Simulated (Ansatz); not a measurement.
The parent structure is TiO2 in the rutile structure (space group P4_2/mnm, No. 136; a = 4.6435 Å, c = 2.9637 Å). Axes: x, y, z lie along a, b, c of the conventional cell.

All numbers come from DFT with PBE, PAW potentials and a 420 eV plane-wave cutoff in Ansatz (a first-principles code), no SOC, earlier PAW set.

For the base:

| Property | Value |
|---|---|
| Gap character | direct at Γ |
| Width of the top valence band | 1.56 eV |

Now apply this change: compressive biaxial strain of 1.19 % in the plane normal to [001], as in epitaxy on a mismatched substrate; the out-of-plane cell vector and the atoms relax.

Task: Estimate the effect on the in-plane stress, gap character, width of the top valence band and out-of-plane strain.

Result: The mean in-plane stress (compression positive) comes out as +4.2 GPa; the gap character stays direct at Γ; the width of the top valence band grows by 0.05 eV, from 1.56 eV to 1.61 eV; the out-of-plane strain is +0.79 %.

Semilocal Kohn–Sham gaps tend to fall short of experiment. Stability against distortions was not tested. The final runs are not spin-polarised.
